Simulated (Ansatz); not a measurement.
Take Al in the fcc (Cu type) structure (space group Fm-3m, No. 225; a = 3.9924 Å; relaxed with 0.1 eV smearing) as the base. Axes: x, y, z lie along the cube axes.

The values are results of plane-wave PAW DFT at the r2SCAN level (Ansatz, a quantum-chemistry and plane-wave program, 500 eV), without spin-orbit coupling, earlier PAW set, not measurements.

Strains are applied to the cell and any free atomic positions relax; under biaxial strain the out-of-plane vector relaxes too.

One change was made to it. Results:

| quantity | base | after |
|---|---|---|
| energy relative to the base (free energy F) | 0 meV/atom | +1.6 meV/atom |
| pressure | 0.0 GPa | 1.8 GPa |

Q: Which change produced these results?
(A) biaxial strain −0.77 %, plane normal [001], relaxed out of plane
(B) isotropic strain −0.62 %
(C) uniaxial strain ε_yy = +0.64 %
(D) biaxial strain −4.86 %, plane normal [111], relaxed out of plane

A: B, isotropic strain −0.62 %. For comparison, the pressure in the other runs: uniaxial strain ε_yy = +0.64 % gives -0.6 GPa; biaxial strain −0.77 %, plane normal [001], relaxed out of plane gives 0.7 GPa; biaxial strain −4.86 %, plane normal [111], relaxed out of plane gives 7.9 GPa.

No phonon test of stability was made.
